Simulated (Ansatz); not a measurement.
Base system: PbZrO3 in the cubic perovskite structure (space group Pm-3m, No. 221; a = 4.141 Å; a cell from a computed database, its experimental status unchecked). Axes: x, y, z lie along the cube axes.

The change: biaxial strain −0.42 %, plane normal [001], relaxed out of plane (Cartesian); in-plane vectors clamped, the third vector and the atoms free.

Levels (all Ansatz, an electronic-structure program, PAW): PBEsol (420 eV, no spin-orbit coupling); r2SCAN (500 eV, without spin-orbit coupling); HSE06 (420 eV, spin-orbit coupling left out).

One geometry, relaxed with PBEsol, under each level:

```tsv
level	band gap	lowest conduction level above the VBM at special points	pressure
PBEsol	2.33 eV	X 2.33 eV; Z 2.37 eV; Γ 3.69 eV; M 4.28 eV	1.05 GPa
r2SCAN	2.87 eV	X 2.87 eV; Z 2.91 eV; Γ 4.28 eV; M 4.85 eV	3.43 GPa
HSE06	3.46 eV	X 3.46 eV; Z 3.50 eV; Γ 5.07 eV	–
```

Single points use the geometry relaxed with PBEsol. Their cutoffs differ, which shifts pressures a little. HSE06 gaps are upper bounds (no full band path). Spin-orbit coupling, missing from the scalar runs, can matter with Pb. Stability against distortions was not tested. Many cubic perovskites are stable only at high temperature; tilts and polar distortions were not tested. Labels are those of the standard path for the cell's own space group.
